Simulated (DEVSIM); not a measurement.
System: Pt/SiON/p-InP capacitor, at 300 K.

| layer (left to right) | material | thickness (nm) | Na (cm⁻³) |
|---|---|---|---|
| 1 | SiON | 12.0 | - |
| 2 | InP | 2400 | 6.9e16 |

Metal gate on the left, work function 5.6 eV. Fixed charge at the semiconductor interface 4.1e11 cm⁻² (in units of +e); interface traps 2.2e11 cm⁻² eV⁻¹, uniform in energy, neutral level at 0.5 of the gap above the valence band.

This is a model device: material constants are rounded textbook-type values typed into the input, and sizes, dopings and lifetimes were drawn at random. Values at 300 K.

```
parameter      SiON     InP
-------------  ----  ------
gap (eV)          7   1.344
affinity (eV)   1.4    4.38
permittivity    5.5    12.5
Nc (cm⁻³)         -  5.7e17
Nv (cm⁻³)         -  1.1e19
```

Model (solved in DEVSIM): 1D Poisson equation in equilibrium, Boltzmann statistics, complete ionisation; no quantum confinement or tunnelling. Metal contacts follow the ideal Schottky-Mott rule: no Fermi-level pinning, no interface dipoles.

Base results: flat-band voltage (V) -0.20; capacitance of the dielectric stack (μF/cm²) 0.406; minimum of the low-frequency capacitance (μF/cm²) 0.0889; threshold voltage (band bending 2φF) (V) 1.47.

Task: What follows from this one change: fixed charge 4.1e+11 → 1.13e+12 cm^-2?

Result: flat-band voltage -0.20 → -0.49 V; capacitance of the dielectric stack little changed (0.406 μF/cm²); minimum of the low-frequency capacitance little changed (0.0891 μF/cm²); threshold voltage (band bending 2φF) 1.47 → 1.19 V.

Task: What follows from this one change: interface trap density 2.2e+11 → 1e+12 cm^-2 eV^-1?

Result: flat-band voltage -0.20 → -0.37 V; capacitance of the dielectric stack little changed (0.406 μF/cm²); minimum of the low-frequency capacitance 0.0889 → 0.150 μF/cm²; threshold voltage (band bending 2φF) 1.47 → 1.66 V.
